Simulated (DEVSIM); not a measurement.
System: Schottky contact on n-type Si, at 300 K.

| layer (left to right) | material | thickness (μm) | Nd (cm⁻³) | τn (s) | τp (s) |
|---|---|---|---|---|---|
| 1 | Si | 2.80 | 1.4e15 | 0.00055 | 0.00055 |

Left contact: Schottky, work function 4.66 eV, emission velocity 2.6e6 cm/s. Right contact: ohmic. Voltage is applied to the left contact. Recombination: SRH at mid-gap, radiative. Mobility is μmin + (μ − μmin)/(1 + (N/Nref)^α).

This is a model device: material constants are rounded textbook-type values typed into the input, and sizes, dopings and lifetimes were drawn at random. Values at 300 K.

```csv
parameter,Si
gap (eV),1.124
affinity (eV),4.05
permittivity,11.7
Nc (cm⁻³),2.86e19
Nv (cm⁻³),3.1e19
μn (cm²/Vs),1417
μp (cm²/Vs),470
"μn,min",52
"μp,min",45
"Nref,n",9.7e16
"Nref,p",2.2e17
αn,0.68
αp,0.72
B (cm³/s),4.7e-15
```

DEVSIM, 1D drift-diffusion, Boltzmann statistics, complete ionisation; no tunnelling, impact ionisation, image-force lowering or self-heating. Metal contacts follow the ideal Schottky-Mott rule: no Fermi-level pinning, no interface dipoles.

Tabulate band edges, carrier densities and field at zero bias.

Energies count from the Fermi level of the right contact; mesh points crowd at the junctions.

```csv
x (μm),Ec (eV),Ev (eV),n (cm⁻³),p (cm⁻³),field (V/cm)
0.000,0.610,-0.514,1.6e9,7.2e10,-12000
0.01062,0.597,-0.527,2.6e9,4.4e10,-12000
0.02586,0.580,-0.544,5.2e9,2.2e10,-11000
0.04773,0.556,-0.568,1.3e10,8.8e9,-11000
0.08775,0.514,-0.610,6.7e10,1.7e9,-10000
0.1365,0.468,-0.656,4.0e11,2.9e8,-9000
0.2065,0.410,-0.714,3.7e12,3.2e7,-7400
0.3492,0.326,-0.798,9.6e13,1200000,-4400
0.5117,0.278,-0.846,6.2e14,190000,-1700
0.7447,0.259,-0.865,1.3e15,93000,-260
1.079,0.257,-0.867,1.4e15,83000,-13
1.611,0.257,-0.867,1.4e15,83000,≈ 0
1.979,0.257,-0.867,1.4e15,83000,≈ 0
2.235,0.257,-0.867,1.4e15,83000,≈ 0
2.460,0.257,-0.867,1.4e15,83000,≈ 0
2.571,0.257,-0.867,1.4e15,83000,≈ 0
2.647,0.257,-0.867,1.4e15,83000,≈ 0
2.701,0.257,-0.867,1.4e15,83000,≈ 0
2.745,0.257,-0.867,1.4e15,83000,≈ 0
2.769,0.257,-0.867,1.4e15,83000,≈ 0
2.786,0.257,-0.867,1.4e15,83000,≈ 0
2.800,0.257,-0.867,1.4e15,83000,≈ 0
```
